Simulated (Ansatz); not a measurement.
Functionals compared on the (111) surface of tetragonal WSi2 in its 1x1 cell (cut with top plane W, bottom plane W), outermost plane spacing 0.36 Å in the ideal cut (one of several cuts of this face), with 1 W a cell over the bulk's ratio, in Ansatz (plane waves, PAW). The structure was relaxed with PBE; the other rows are single points on it. Cutoff 420 eV (500 eV for r2SCAN).

Model: 28-atom slab, Si18W10, 9.9 Å thick at the start (thin: gaps and levels are the slab's own), 9x5x1 mesh, Fermi-Dirac 0.1 eV, dipole correction, all atoms relaxed; held to the part of the start's symmetry that mesh and held atoms allow; no spin, no spin-orbit, no U. These notes are the PBE run's.

| functional | work function of the top face (eV) | rough cost of the single point |
|---|---|---|
| PBE | 3.97 | – |
| LDA | 4.26 | very roughly 7 core-minutes |
| PBEsol | 4.05 | very roughly 7 core-minutes |
| RPBE | 3.83 | around 7 core-minutes (rough) |
| r2SCAN | 3.91 | very roughly 14 core-minutes |

Ansatz is an electronic-structure program.
